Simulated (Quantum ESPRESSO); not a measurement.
Input and output of a self-consistent single point for TiTc (P4mm, 2 atoms in the cell) (Quantum ESPRESSO).

Level of theory: PBEsol, GBRV 1.5 ultrasoft (PBESOL) pseudopotentials (plane waves; Quantum ESPRESSO).

```
CELL_PARAMETERS angstrom
      3.10375     0.00000     0.00000
      0.00000     3.10375     0.00000
      0.00000     0.00000     3.10375
ATOMIC_POSITIONS crystal
  Ti 0.50000 0.50000 0.51611
  Tc 0.00000 0.00000 0.00000
```

Reference input (self-consistent single point, DFT, PBEsol, plane waves, GBRV 1.5 ultrasoft (PBESOL) pseudopotentials): ecutwfc = 50 Ry; ecutrho = 400 Ry; occupations = smearing; smearing = fd; degauss = 0.0073499 Ry; potentials = {Ti: ti_pbesol_v1.4.uspp.F.UPF, Tc: tc_pbesol_v1.uspp.F.UPF}; K_POINTS = automatic 7 7 7 0 0 0; conv_thr = 1e-09 Ry; mixing_beta = 0.3. This run's input differs from it in these lines:

```diff
@@ -15,4 +15,4 @@
   occupations = 'smearing',
-  smearing = 'fd',
-  degauss = 0.0073499,
+  smearing = 'cold',
+  degauss = 0.02205,
 /
@@ -29,3 +29,3 @@
 K_POINTS automatic
-7 7 7  0 0 0
+12 12 12  0 0 0
 CELL_PARAMETERS angstrom
```

Output, abridged:

```
     Self-consistent Calculation

     iteration #  1     ecut=    50.00 Ry     beta= 0.30

     negative rho (up, down):  1.374E-01 0.000E+00

     total energy              =    -292.71122413 Ry
     estimated scf accuracy    <       3.72383760 Ry

     iteration #  2     ecut=    50.00 Ry     beta= 0.30

     negative rho (up, down):  1.345E-01 0.000E+00

     total energy              =    -293.25780948 Ry
     estimated scf accuracy    <       1.82316979 Ry

     iteration #  3     ecut=    50.00 Ry     beta= 0.30

     negative rho (up, down):  1.325E-01 0.000E+00

     total energy              =    -293.30939633 Ry
     estimated scf accuracy    <       0.17770520 Ry

   [... 10 blocks of this kind left out ...]

     iteration # 14     ecut=    50.00 Ry     beta= 0.30

     negative rho (up, down):  1.311E-01 0.000E+00

     total energy              =    -293.39929987 Ry
     estimated scf accuracy    <          1.2E-09 Ry

     iteration # 15     ecut=    50.00 Ry     beta= 0.30

     negative rho (up, down):  1.311E-01 0.000E+00
     End of self-consistent calculation

     Number of k-points >= 100: set verbosity='high' to print the bands.

     the Fermi energy is    18.1632 ev

!    total energy              =    -293.39929987 Ry
     estimated scf accuracy    <          3.6E-10 Ry
     smearing contrib. (-TS)   =       0.00267259 Ry
     internal energy E=F+TS    =    -293.40197246 Ry

     convergence has been achieved in  15 iterations

     negative rho (up, down):  1.311E-01 0.000E+00

     Forces acting on atoms (cartesian axes, Ry/au):

     atom    1 type  1   force =     0.00000000    0.00000000   -0.01492773
     atom    2 type  2   force =     0.00000000    0.00000000    0.01492773

     Total force =     0.021111     Total SCF correction =     0.000002

     negative rho (up, down):  1.311E-01 0.000E+00
          total   stress  (Ry/bohr**3)                   (kbar)     P=      -76.01
  -0.00051127   0.00000000   0.00000000          -75.21        0.00        0.00
   0.00000000  -0.00051127   0.00000000            0.00      -75.21        0.00
   0.00000000   0.00000000  -0.00052765            0.00        0.00      -77.62

   JOB DONE.
```

The run converged in 15 iterations. Against the reference run the free energy rises by 15.5 meV/atom, the pressure goes from -7.15 to -7.60 GPa and the largest force goes from 0.368 to 0.384 eV/Å.

The starting cell comes from a database of computed structures (which also holds hypothetical and non-ambient phases and stackings), without a prior relaxation at this level. Its lattice was rescaled by up to half a per cent. One atom was moved a little off its site on purpose. Spin polarisation is off. With a pressure of about -8 GPa the cell is away from its equilibrium volume at this level.

Cost on one core of a shared machine: roughly 2 min.
